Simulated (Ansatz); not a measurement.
## A self-consistent single point of Ir (Fm-3m, 1 atom in the cell) with Ansatz

Method: PBE (plane waves, PAW; Ansatz, an electronic-structure program).

This input was run:

Ansatz 0.2 input:
```yaml
crystal:
  lattice:
    - [0.000000, 1.920000, 1.920000]
    - [1.920000, 0.000000, 1.920000]
    - [1.920000, 1.920000, 0.000000]
  atoms:
    - { symbol: Ir, position: [0.000000, 0.000000, 0.000000] }
basis:
  ecutwfc: 420.0
kpoints:
  mp_grid: { grid: [10, 10, 10] }
hamiltonian:
  xc: pbe
  pseudopotentials: { kind: paw }
scf:
  occupations: { method: fermi_dirac, width: 0.1 }
output:
  forces: true
  eigenvalues: true
  stress: true
```

Output, abridged:

```
WARN ansatz: RAYON_NUM_THREADS=1 ignored (pool sized by the plan → 1); use --threads N
Pseudopotentials: kind: paw
Pseudopotential: Ir, paw, valence charge 17
Crystal: 1 atoms, lattice volume = 14.156 Å³
Basis set: ecut = 420 eV, 283 PW (Γ), exchange–correlation on 40×40×40 points (8 copies of the dense FFT grid, shifted against one another)
Bands: 13, of which v1, the nominal top of the filled ones, is band 9 counted from 1 (8 counted from 0)
Symmetry: 48 space group operations
Space group: Fm-3m (ITA 225), of the structure as read, at distance tolerance 2.4e-5 Å
k-points: 47 of 1000
Initial density: superposition of atomic densities (neutral atoms: chi_scale 0, normalization atom), corrected by the library's trained network
Initial wavefunctions: pseudopotential atomic-orbital guess
Eigensolver: davidson
Functional: x = pbe(κ = 0.804, μ = 0.2195149727645171), c = pbe(β = 0.06672455060314922)
SCF iter   1: F=—  HF=-11935.320735 eV  |F-HF|=—  |Δ(HF+E_count)|=         —  Δρ=4.53e-3  dr2=3.96e-4  ethr=1.77e-3  ⟨swp⟩=5.0  Hψ=3092  notcnv=0
all-band conjugate gradients solve this SCF's bands
preconditioner: auto → none
SCF iter   2: F=—  HF=-11935.321354 eV  |F-HF|=—  |Δ(HF+E_count)|=   6.18e-4  Δρ=2.24e-3  dr2=9.56e-5  ethr=2.33e-6  ⟨swp⟩=2.1  Hψ=1226  notcnv=0
SCF iter   3: F=—  HF=-11935.321649 eV  |F-HF|=—  |Δ(HF+E_count)|=   2.95e-4  Δρ=5.09e-4  dr2=2.40e-5  ethr=5.63e-7  ⟨swp⟩=2.0  Hψ=829  notcnv=0
SCF iter   4: F=—  HF=-11935.321648 eV  |F-HF|=—  |Δ(HF+E_count)|=   1.13e-6  Δρ=8.90e-5  dr2=7.59e-7  ethr=1.41e-7  ⟨swp⟩=2.3  Hψ=869  notcnv=0
iter 5 did not close the SCF: its close was put off for the readings that it lacked (scf_convergence_deferred on its scf_iter line)
SCF iter   5: F=-11935.321648 eV  HF=-11935.321648 eV  |F-HF|=4.21e-9  |Δ(HF+E_count)|=   8.89e-8  Δρ=2.01e-5  dr2=2.34e-8  ethr=4.47e-9  ⟨swp⟩=2.4  Hψ=816  notcnv=0
SCF iter   6: F=-11935.321648 eV  HF=-11935.321648 eV  |F-HF|=4.37e-11  |Δ(HF+E_count)|=  1.22e-10  Δρ=9.39e-7  dr2=7.74e-11  ethr=1.38e-10  ⟨swp⟩=2.0  Hψ=1885  notcnv=0
SCF 1 converged in 6 iterations: F = -11935.321648 eV  dr2 = 7.74e-11
SCF converged after 6 iterations
Free energy (F): -11935.321648 eV
Harris-Foulkes:  -11935.321648 eV  (|F-HF|=4.37e-11)
Internal energy: -11935.289378 eV  (E = F + TS)
E sigma→0 (E₀):  -11935.305513 eV
Entropy (-TS):   -0.032270 eV (-32.270 meV/atom)
Fermi energy:    25.867983 eV
--- Per-component energies (eV) ---
  E_band       = -82.657300
  E_kinetic    = 623.537317
  E_local      = -1064.343718  (includes V_loc(G=0)·N_el)
  E_nonlocal   = 72.598101
  E_hartree    = 408.967137
  E_xc         = -268.255469
  E_vxc        = -300.489633  (∫ρ·V_xc dr)
  E_paw        = -9223.431830  (= ΣΔE_a)
  E_vpaw       = -231.894016  (= ΣTr[D̂ρ^β])
  E_aug_tail   = 0.000055  (compensation charges beyond the density's cutoff)
  E_ewald      = -2484.360971
  E_smearing   = -0.032270  (= −TS)
  E_closure    = -0.000000  (closes the sum)
  Σ components = -11935.321648   (vs F -11935.321648, Δ=0.00e0)
--- Forces (eV/Å), atoms counted from 1 ---
  atom   1  Ir    -0.00000000     0.00000000     0.00000000
  max |Σ_I F_I| component: 1.03e-31 eV/Å
--- Stress (GPa, compression-positive) ---
        9.077091       0.000000       0.000000
        0.000000       9.077091       0.000000
        0.000000       0.000000       9.077091
  P = ⅓ Tr σ = 9.0771 GPa (90.771 kbar)
  The stress holds the Pulay correction. Without it, at fixed plane waves, as pw.x and ABINIT print it: P = 8.9911 GPa
--- Band table (eV; the first three rows and the last of 47) ---
  k-point 0: bands = ["-67.0626", "-23.5469", "-23.5469", "-23.5469", "14.6886", "21.9211", "21.9211", "21.9211", "24.6158", "24.6158", "39.4075", "44.9224", "44.9224"]
  k-point 1: bands = ["-67.0563", "-23.6251", "-23.5576", "-23.5576", "15.1283", "21.6984", "22.1014", "22.1014", "24.5066", "24.5066", "40.1500", "43.2257", "45.6565"]
  k-point 2: bands = ["-67.0399", "-23.8267", "-23.5856", "-23.5856", "16.2688", "21.3547", "22.3764", "22.3764", "24.5203", "24.5203", "40.5078", "41.8430", "47.6706"]
  k-point 46: bands = ["-66.9749", "-24.1377", "-23.9982", "-23.8464", "19.3152", "20.0616", "21.9608", "24.3267", "27.3043", "33.5546", "34.0450", "35.8540", "39.0582"]
```

The run converged in 6 iterations.

The starting cell has typed, rounded lattice constants, without a prior relaxation at this level. Spin-orbit coupling is off. Spin polarisation is off. With a pressure of about 9 GPa the cell is away from its equilibrium volume at this level. Ansatz's pressure includes its estimate of the finite-basis (Pulay) stress.
